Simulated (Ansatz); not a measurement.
Start from C in the diamond structure (space group Fd-3m, No. 227; a = 3.5538 Å). Axes: x, y, z lie along the cube axes.

Modification: uniaxial strain ε_xx = +1.27 %, all other strain components held at zero; the atoms relax in the strained cell.

Levels (all Ansatz, a quantum-chemistry and plane-wave program, PAW): PBEsol (420 eV, spin-orbit coupling left out); PBEsol+SOC (420 eV, spin-orbit coupling included).

The geometry is relaxed with PBEsol.

- PBEsol band gap = 3.84 eV
- PBEsol valence-band top at Γ = 0.00, 0.00, -0.19 eV
- PBEsol electron mass = 1.6 mₑ along k, 0.29 mₑ across (off the special points)
- PBEsol gap character = indirect, Γ → Γ–X (75 % along)

With PBEsol+SOC at the same geometry, the band gap remains 3.84 eV; the valence-band top at Γ (three highest Kramers pairs, from the VBM) becomes 0.00, -0.01, -0.20 eV (PBEsol: 0.00, 0.00, -0.19 eV); the electron mass remains 1.6 mₑ along k, 0.29 mₑ across (off the special points); the gap character remains indirect, Γ → Γ–X (75 % along).

Single points use the geometry relaxed with PBEsol. Differences between runs with and without spin-orbit coupling are approximate. Masses are band curvatures over ±0.01 Å⁻¹ around the edge. Along k means along the line from Γ to the band edge. Stability against distortions was not tested. k-point labels follow each cell's own Brillouin zone.
